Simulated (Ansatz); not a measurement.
Here is the system:

```yaml
crystal:
  lattice:
    - [3.03452, 0.00000, 0.00000]
    - [0.00000, 3.03452, 0.00000]
    - [1.51726, -1.51726, 2.17296]
  atoms:
    - { symbol: C, position: [0.00000, 0.00000, 0.00000] }
    - { symbol: Ti, position: [0.50000, 0.50000, 0.00000] }
```

No spin polarisation.

The values are results of DFT with r2SCAN, PAW potentials and a 500 eV plane-wave cutoff in Ansatz (a quantum-chemistry and plane-wave program), no spin-orbit coupling, not measurements. k-mesh 18×18×18 (Γ-centred); smearing 0.05 eV (Fermi–Dirac).

**Question.** Predict the band gap, pressure and space group.

**Answer.** 
- Band gap: zero
- Pressure (mean of the normal stresses, compression positive): 3.5 GPa
- Space group: I4/mmm (No. 139)

The cells carry an imposed strain or load. Stability against distortions was not tested. The final runs are not spin-polarised. The cell was made from TiC in the rock salt structure (space group Fm-3m, No. 225) by this change: biaxial strain −0.84 %, plane normal [001], relaxed out of plane.
